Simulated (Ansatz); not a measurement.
Input and output of a self-consistent single point for TiTe (P1, 4 atoms in the cell) (Ansatz, a program for electronic structure).

Computed with PBEsol, PAW files made with PBE (plane waves; Ansatz).

The change in words: atoms moved at random. Reference geometry:
```yaml
crystal:
  lattice:
    - [3.59125, 0.00000, 0.00000]
    - [-1.79563, 3.11011, 0.00000]
    - [0.00000, 0.00000, 7.14360]
  atoms:
    - { symbol: Ti, position: [0.00000, 0.00000, 0.50000] }
    - { symbol: Ti, position: [0.00000, 0.00000, 0.00000] }
    - { symbol: Te, position: [0.66667, 0.33333, 0.25000] }
    - { symbol: Te, position: [0.33333, 0.66667, 0.75000] }
```

Reference input (self-consistent single point, DFT, PBEsol, plane waves, PAW files made with PBE): kpoints.mp_grid.grid = 7 7 3; hamiltonian.xc = pbesol; hamiltonian.pseudopotentials = {kind: paw} (an earlier, softer set of the program's PAW files); scf.occupations.method = fermi_dirac; scf.occupations.width = 0.1 eV. This run's input differs from it in these lines:

Ansatz 0.2 input:
```diff
@@ -6,6 +6,6 @@
   atoms:
-    - { symbol: Ti, position: [0.00000000, 0.00000000, 0.50000000] }
-    - { symbol: Ti, position: [0.00000000, 0.00000000, 0.00000000] }
-    - { symbol: Te, position: [0.66666700, 0.33333300, 0.25000000] }
-    - { symbol: Te, position: [0.33333300, 0.66666700, 0.75000000] }
+    - { symbol: Ti, position: [-0.00669600, -0.00337800, 0.50173400] }
+    - { symbol: Ti, position: [-0.00518300, -0.00244900, -0.00500700] }
+    - { symbol: Te, position: [0.68858500, 0.34585400, 0.25400900] }
+    - { symbol: Te, position: [0.32329400, 0.65997300, 0.74926400] }
 kpoints:
```

Output (repeated stretches shortened):

```
SCF iter   1: F=—  HF=-18755.251066 eV  |F-HF|=—  |Δ(HF+E_count)|=         —  Δρ=6.85e-2  dr2=7.30e0  ethr=3.10e-3  ⟨swp⟩=6.0  Hψ=9736  notcnv=0
all-band conjugate gradients solve this SCF's bands
preconditioner: auto → Kerker (q_TF=auto, 2.572 Å⁻¹)
SCF iter   2: F=—  HF=-18754.107017 eV  |F-HF|=—  |Δ(HF+E_count)|=    1.14e0  Δρ=2.90e-2  dr2=1.50e0  ethr=3.10e-3  ⟨swp⟩=3.8  Hψ=5586  notcnv=0
   [... lines left out ...]
SCF iter   6: F=—  HF=-18753.758346 eV  |F-HF|=—  |Δ(HF+E_count)|=   1.14e-4  Δρ=1.97e-4  dr2=6.49e-5  ethr=8.09e-7  ⟨swp⟩=2.0  Hψ=3962  notcnv=0
SCF iter   7: F=—  HF=-18753.758365 eV  |F-HF|=—  |Δ(HF+E_count)|=   1.90e-5  Δρ=3.29e-5  dr2=2.33e-6  ethr=1.16e-7  ⟨swp⟩=2.0  Hψ=3241  notcnv=0
SCF iter   8: F=—  HF=-18753.758364 eV  |F-HF|=—  |Δ(HF+E_count)|=   3.20e-7  Δρ=1.04e-5  dr2=4.12e-7  ethr=4.16e-9  ⟨swp⟩=2.0  Hψ=3155  notcnv=0
SCF iter   9: F=-18753.758364 eV  HF=-18753.758364 eV  |F-HF|=4.96e-8  |Δ(HF+E_count)|=   6.61e-8  Δρ=4.48e-6  dr2=5.81e-8  ethr=1.79e-10  ⟨swp⟩=6.5  Hψ=9991  notcnv=0
SCF 1 converged in 9 iterations: F = -18753.758364 eV  dr2 = 5.81e-8
Free energy (F): -18753.758364 eV
Internal energy: -18753.678126 eV  (E = F + TS)
E sigma→0 (E₀):  -18753.718245 eV
Entropy (-TS):   -0.080238 eV (-20.059 meV/atom)
Fermi energy:    14.734757 eV
--- Forces (eV/Å), atoms counted from 1 ---
  atom   1  Ti     0.22884567     0.13676898    -0.07567661
  atom   2  Ti     0.13886126     0.06959507     0.42200451
  atom   3  Te    -0.49065745    -0.34306832    -0.39518870
  atom   4  Te     0.12294961     0.13670373     0.04885163
--- Stress (GPa, compression-positive) ---
        1.688532      -0.939277       0.165899
       -0.939277       3.128458       0.111806
        0.165899       0.111806       3.389163
  P = ⅓ Tr σ = 2.7354 GPa (27.354 kbar)
  The stress holds the Pulay correction. Without it, at fixed plane waves, as pw.x and ABINIT print it: P = 2.6890 GPa
```

The run converged in 9 iterations. Against the reference run the free energy rises by 10.7 meV/atom, the pressure goes from 2.48 to 2.74 GPa and the largest force goes from 0.000 to 0.717 eV/Å.

The starting cell comes from a database of computed structures (which also holds hypothetical and non-ambient phases and stackings), without a prior relaxation at this level. Its lattice was rescaled by a random factor within 2.5 % of one. For this run, on top of that: atoms moved at random. Spin polarisation is off, so a magnetic state, if there is one, cannot be reached. Ansatz's pressure includes its estimate of the finite-basis (Pulay) stress.
